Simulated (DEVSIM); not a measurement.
Device: abrupt GaP n-p junction, at 350 K.

Layer 1 from the left is GaP, thickness (μm) 20.0, Nd (cm⁻³) 5.7e16, τn (s) 7.4e-7, τp (s) 7.4e-7. Layer 2 from the left is GaP, thickness (μm) 220, Na (cm⁻³) 1.5e17, τn (s) 7.4e-7, τp (s) 7.4e-7.

Left contact: ohmic. Right contact: ohmic. Voltage is applied to the left contact. Recombination: SRH at mid-gap, radiative, Auger. Mobility is constant in doping.

This is a model device: material constants are rounded textbook-type values typed into the input, and sizes, dopings and lifetimes were drawn at random. Values at 300 K; Nc and Nv go as T^1.5, mobilities as T to minus their exponent, the gap by Varshni's rule with the affinity fixed.

GaP: gap (eV) 2.26, affinity (eV) 3.8, permittivity 11.1, Nc (cm⁻³) 1.8e19, Nv (cm⁻³) 1.9e19, μn (cm²/Vs) 250, μp (cm²/Vs) 150, T exponent of μn 1.6, T exponent of μp 1.98, B (cm³/s) 1e-13, Cn (cm⁶/s) 1e-30, Cp (cm⁶/s) 1e-30, Varshni α (eV/K) 0.00058, Varshni β (K) 372.

Simulated with DEVSIM: 1D drift-diffusion, Boltzmann statistics, complete ionisation; no tunnelling, impact ionisation, image-force lowering or self-heating.

Dark forward current:

```csv
|V| (V),|J| (A/cm²)
0.50,6.507e-13
0.70,1.948e-11
0.75,4.567e-11
0.80,1.072e-10
0.85,2.520e-10
0.90,5.932e-10
0.95,1.399e-9
1.00,3.308e-9
1.05,7.850e-9
1.10,1.874e-8
1.15,4.518e-8
1.20,1.110e-7
1.25,2.829e-7
1.30,7.691e-7
1.35,2.324e-6
1.40,8.074e-6
1.45,3.240e-5
1.50,0.0001458
1.55,0.0007051
1.60,0.003548
1.65,0.01816
1.70,0.09227
1.75,0.4349
1.80,1.608
1.85,4.085
1.90,7.665
```

**Question.** Work out the local ideality factor n = ΔV / (kT/q · ln(J2/J1)) between the rows 0.50 and 0.70 V, 1.60 and 1.65 V, 1.85 and 1.90 V.

**Answer.** kT/q = 30.16 mV. From 0.50 to 0.70 V: ln(1.948e-11/6.507e-13) = 3.399, n = 1.95, near the 2 of recombination in the depletion region. From 1.60 to 1.65 V: ln(0.01816/0.003548) = 1.633, n = 1.02, near the 1 of diffusion or emission over a barrier. From 1.85 to 1.90 V: ln(7.665/4.085) = 0.629, n = 2.63; the layers' resistance at their doping, Σ W/(qμN) = 0.0094 Ω cm², would take 34 mV of this step of 50 mV.

**Question.** Estimate the current at 1.60 V from the Shockley equation with J0 = Σ q ni² D/(N L) coth(W/L), τ joining the SRH, radiative and Auger lifetimes that are on, and W taken as the whole layer.

**Answer.** ni² = 3090000 cm⁻⁶; holes in the n layer: μ = 111 cm²/Vs, D = 3.33 cm²/s, τ = 7.35e-7 s, L = 15.7 μm, W/L = 1.3, term 2.16e-26 A/cm²; electrons in the p layer: μ = 195 cm²/Vs, D = 5.89 cm²/s, τ = 7.20e-7 s, L = 20.6 μm, W/L = 11, term 9.44e-27 A/cm². J0 = 3.11e-26 A/cm², and J = J0 exp(qV/kT) = 0.00340 A/cm². The simulation gives 0.00355 A/cm²; the estimate lies 4.1 % below. The estimate leaves out recombination in the depletion region and that region's share of W.
